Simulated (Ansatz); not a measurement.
The starting structures come from a database of crystals and need not be the phases stable at ambient conditions.

 Where the default PAW files enter, the runs use the earlier of Ansatz's two default sets.

Here is the system:

```xyz
28
Lattice="3.8083 0.0000 0.0000 -1.9042 3.2981 0.0000 0.0000 0.0000 43.6251" Properties=species:S:1:pos:R:3 pbc="T T T"
Zn     0.0000     0.0000     6.2340
Zn     1.9042     1.0994     3.1192
Zn     0.0000     0.0000    24.9274
Zn     0.0000     2.1987     9.3489
Zn     0.0000     2.1987    34.2763
Zn     1.9042     1.0994    28.0466
Zn     1.9042     1.0994    18.7021
Zn     0.0000     0.0000    37.3955
Zn     1.9042     1.0994    40.5103
Zn     0.0000     0.0000    31.1658
Zn     1.9042     1.0994    12.4637
Zn     0.0000     0.0000    15.5829
Zn     0.0000     2.1987     0.0000
Zn     0.0000     2.1987    21.8126
S      0.0000     2.1987    24.1465
S      1.9042     1.0994    21.0317
S      0.0000     0.0000     8.5680
S      1.9042     1.0994    14.7976
S      0.0000     0.0000    39.7294
S      0.0000     2.1987    36.6146
S      0.0000     0.0000    33.4954
S      0.0000     2.1987    11.6828
S      1.9042     1.0994    30.3849
S      0.0000     0.0000    17.9168
S      0.0000     2.1987     2.3383
S      0.0000     0.0000    27.2613
S      1.9042     1.0994    42.8442
S      1.9042     1.0994     5.4531
```

Space group of this cell: P3m1. The cell is taken as given; by PBEsol its mean pressure is -1.4 GPa.

Transport runs along the normal of the first two printed cell vectors, the (001) plane of the conventional cell.

No gap correction and no spin-orbit coupling; mid-gap values are interpolated between computed energies.

Question: Compute, with PBEsol (Ansatz, an electronic-structure program), the band gap and the smallest decay constant κ at mid-gap.

Answer: Gap 2.02 eV on a 12×12×1 mesh; κ = 0.139 1/Å, at the zone centre.
